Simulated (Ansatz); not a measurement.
Given:

End structure of the (20-21) surface of hcp Ru in its 1x1 cell, outermost plane spacing 0.19 Å in the ideal cut:

```
CELL_PARAMETERS angstrom
      2.72140     0.00000     0.00000
     -1.36070     8.90367     0.00000
      0.00000     0.00000    26.50000
ATOMIC_POSITIONS crystal
  Ru 0.54473 0.08929 0.30755
  Ru 0.91926 0.83858 0.31474
  Ru 0.77805 0.55607 0.34787
  Ru 0.15192 0.30391 0.35372
  Ru 0.01001 0.01998 0.38876
  Ru 0.38327 0.76652 0.39652
  Ru 0.24483 0.48965 0.43136
  Ru 0.61624 0.23254 0.43812
  Ru 0.47640 0.95275 0.47556
  Ru 0.84852 0.69709 0.48249
  Ru 0.70880 0.41754 0.51751
  Ru 0.08091 0.16188 0.52444
  Ru 0.94108 0.88209 0.56188
  Ru 0.31249 0.62499 0.56864
  Ru 0.17405 0.34812 0.60348
  Ru 0.54731 0.09465 0.61124
  Ru 0.40540 0.81073 0.64628
  Ru 0.77927 0.55857 0.65213
  Ru 0.63805 0.27606 0.68526
  Ru 0.01258 0.02535 0.69245
```

Model: 20-atom slab, 10.4 Å thick at the start (thin: gaps and levels are the slab's own), 14x5x1 mesh, Fermi-Dirac 0.1 eV, dipole correction, single point; on the structure that PBE left under its start's symmetry; no spin, no spin-orbit, no U.

Task: What work function of the top face does r2SCAN, at the PBE geometry run with Ansatz (a program for electronic structure) give?

Result: 4.84 eV

Task: Predict the surface energy (mean of both faces) from r2SCAN, at the PBE geometry.

Result: 3.25 J/m²
